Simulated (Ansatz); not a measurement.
Results of dielectric-dependent PBEsol hybrid (Ansatz, an electronic-structure program, plane waves, PAW) for GeCl₂ (model structure, started from the CdI2 type, P-3m1, No. 164, 3 atoms in the cell).

Output (set-up and result lines):

```
WARN output.stress: scf.exx.energy_threshold = 1e-6 eV is looser than the 3e-8 eV advised for a stress under a hybrid functional (1e-8 eV for each atom of the …
Crystal: 3 atoms, lattice volume = 78.095 Å³
Basis set: ecut = 460 eV, 1749 PW (Γ), exchange–correlation on 60×60×90 points (8 copies of the dense FFT grid, shifted against one another)
Bands: 18, of which v1, the nominal top of the filled ones, is band 14 counted from 1 (13 counted from 0)
Symmetry: 12 space group operations
Space group: P-3m1 (ITA 164), of the structure as read, at distance tolerance 4.3e-5 Å
k-points: 43 of 324
SCF iter   1: F=—  HF=-6377.357350 eV  |F-HF|=—  |Δ(HF+E_count)|=         —  Δρ=3.85e-3  dr2=1.80e-2
SCF iter   2: F=—  HF=-6377.353985 eV  |F-HF|=—  |Δ(HF+E_count)|=   3.37e-3  Δρ=1.52e-3  dr2=3.41e-3
  ...
Crystal: 3 atoms, lattice volume = 78.095 Å³
Initial density: handed on by an earlier stage of this run
Functional: x = 0.790619625315024 pbesol(κ = 0.804, μ = 0.12345679012345678) + 0.20938037468497595 exact, c = pbesol(β = 0.046)
Crystal: 3 atoms, lattice volume = 78.095 Å³
SCF iter   4: F=—  HF=-6398.284550 eV  |F-HF|=—  |Δ(HF+E_count)|=   1.66e-8  Δρ=7.52e-7  dr2=1.02e-9
SCF iter   5: F=-6398.284550 eV  HF=-6398.284550 eV  |F-HF|=7.28e-12  |Δ(HF+E_count)|=  2.43e-10  Δρ=9.54e-8  dr2=3.23e-11
SCF 3 converged in 5 iterations: F = -6398.284550 eV  dr2 = 3.23e-11
Free energy (F): -6398.284550 eV
Internal energy: -6398.284550 eV  (E = F + TS)
E sigma→0 (E₀):  -6398.284550 eV
Fermi energy:    4.101305 eV
--- Forces (eV/Å), atoms counted from 1 ---
  atom   1  Ge     0.00000000    -0.00000000     0.00000000
  atom   2  Cl    -0.00000000    -0.00000000    -0.28649059
  atom   3  Cl     0.00000000     0.00000000     0.28649059
--- Stress (GPa, compression-positive) ---
       -1.379187       0.000000      -0.000000
        0.000000      -1.379187       0.000000
       -0.000000       0.000000      -1.239125
  P = ⅓ Tr σ = -1.3325 GPa (-13.325 kbar)
```

Question: Write an input file that could have produced this run (the log leaves some choices open).

Answer: One answer among several that fit: 
Ansatz 0.2 input:
```yaml
crystal:
  lattice:
    - [3.8938028317, -0.0000003085, 0.0]
    - [-1.9469011487, 3.3721323238, 0.0]
    - [0.0, 0.0, 5.9476144438]
  atoms:
    - { symbol: Ge, position: [0.0, 0.0, 0.0] }
    - { symbol: Cl, position: [0.3333333333, 0.6666666667, 0.2494779246] }
    - { symbol: Cl, position: [0.6666666667, 0.3333333333, 0.7505220754] }
  host: atoms
basis:
  ecutwfc: 460
  ecutrho_ratio: 4
  xc_grid: 2
kpoints:
  mp_grid: { grid: [9, 9, 4] }
hamiltonian:
  xc:
    exchange: pbesol
    correlation: pbesol
    exx: { coeff: inverse_dielectric }
  dispersion: none
  pseudopotentials: { kind: paw }
scf:
  occupations: { method: fermi_dirac, width: 0.01 }
  convergence: { dr2_threshold: 0.0000000003 }
output:
  forces: true
  stress: true
  eigenvalues: true
```

The PAW data were made under PBE.

Note: the relaxation could raise the start's symmetry but not lower it, so the cell can be a saddle point. Note: cell and atoms aren't relaxed at this level (largest force component 0.29 eV/Å, pressure -1.3 GPa). Note: the cell has widely spaced layers and the level no dispersion term, so their spacing and the moduli can rest on weak binding.

The result took roughly 6 core-minutes.

A model structure was made by putting elements into a prototype or built by hand; it is no filed structure, need not be a known phase, and can be a saddle point held by its symmetry.
